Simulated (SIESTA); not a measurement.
# Converging shifted k-point meshes: SnTe (I4mm, 2 atoms in the cell)

```
SnTe
1.0
    0.00000     3.14420     3.14420
    3.14420     0.00000     3.14420
    3.14420     3.14420     0.00000
Sn Te
1 1
Direct
  0.00795   0.00795   0.99205
  0.50000   0.50000   0.50000
```

Method of the run: GGA PBEsol, numerical atomic orbitals DZP, PseudoDojo PBEsol standard norm-conserving potentials (rewritten from UPF to PSML) (SIESTA).

Base settings: XC.functional = GGA; XC.authors = PBEsol; potentials = PseudoDojo PBEsol standard; PAO.BasisSize = DZP; PAO.EnergyShift = 0.005 Ry; MeshCutoff = 350 Ry; kgrid.MonkhorstPack = 6 6 6; OccupationFunction = FD; ElectronicTemperature = 10 meV; MaxSCFIterations = 150.

Shifted meshes do not hold Γ, so a gap read on them misses any band edge there.

Only quantities that move along the ladder and can be compared are tabulated.

Core times come from one kind of shared machine, to one figure; runs under 30 s give none.

The starting cell has typed, rounded lattice constants, without a prior relaxation at this level. Its lattice was rescaled by up to half a per cent. One atom was moved a little off its site on purpose. Spin-orbit coupling is off. Values carry the incompleteness of an atom-centred basis.

| kgrid.MonkhorstPack | free energy less the last step's (meV/atom) | pressure (GPa) | largest difference of a force vector from the last step's (eV/Å) | gap on the mesh (eV) | core time / last (rough) |
|---|---|---|---|---|---|
| 2 2 2 shifted by 0.5 0.5 0.5 | -320.33 | -0.43 | 0.076 | 2.614 | – |
| 3 3 3 shifted by 0.5 0.5 0.5 | 46.13 | 1.00 | 0.212 | 0.080 | – |
| 4 4 4 shifted by 0.5 0.5 0.5 | -0.25 | 1.38 | 0.024 | 0.906 | 0.2 |
| 5 5 5 shifted by 0.5 0.5 0.5 | -0.75 | 1.10 | 0.047 | 0.137 | – |
| 6 6 6 shifted by 0.5 0.5 0.5 | -0.21 | 1.13 | 0.011 | 0.680 | – |
| 7 7 7 shifted by 0.5 0.5 0.5 | 0.80 | 1.18 | 0.017 | 0.149 | – |
| 8 8 8 shifted by 0.5 0.5 0.5 | -0.53 | 1.14 | 0.005 | 0.500 | 0.2 |
| 9 9 9 shifted by 0.5 0.5 0.5 | 0.26 | 1.15 | 0.007 | 0.153 | 0.3 |
| 10 10 10 shifted by 0.5 0.5 0.5 | -0.10 | 1.15 | 0.003 | 0.400 | 0.3 |
| 11 11 11 shifted by 0.5 0.5 0.5 | 0.03 | 1.15 | 0.004 | 0.154 | 0.4 |
| 12 12 12 shifted by 0.5 0.5 0.5 | -0.02 | 1.15 | 0.001 | 0.339 | 0.3 |
| 13 13 13 shifted by 0.5 0.5 0.5 | 0.00 | 1.15 | 0.002 | 0.155 | 0.5 |
| 14 14 14 shifted by 0.5 0.5 0.5 | -0.01 | 1.15 | 0.001 | 0.292 | 0.4 |
| 16 16 16 shifted by 0.5 0.5 0.5 | 0.00 | 1.15 | 0.000 | 0.246 | 0.6 |
| 18 18 18 shifted by 0.5 0.5 0.5 | 0.00 | 1.15 | 0.000 | 0.214 | 0.8 |
| 20 20 20 shifted by 0.5 0.5 0.5 | 0.00 | 1.15 | 0.000 | 0.191 | 1 |

Coarsest kgrid.MonkhorstPack that holds the pressure within 0.5 GPa of the last step, with all finer ones: 3 3 3 shifted by 0.5 0.5 0.5; the step before is off by 1.6 GPa.

Coarsest kgrid.MonkhorstPack that holds the forces within 0.02 eV/Å of the last step, with all finer ones: 6 6 6 shifted by 0.5 0.5 0.5; the step before is off by 0.047 eV/Å.

Coarsest kgrid.MonkhorstPack that holds the free energy within 1 meV/atom of the last step, with all finer ones: 4 4 4 shifted by 0.5 0.5 0.5, at about 0.2 of the last step's time; the step before is off by 46 meV/atom.

The gap on the mesh jumps up and down from mesh to mesh; it is no smooth measure of convergence.
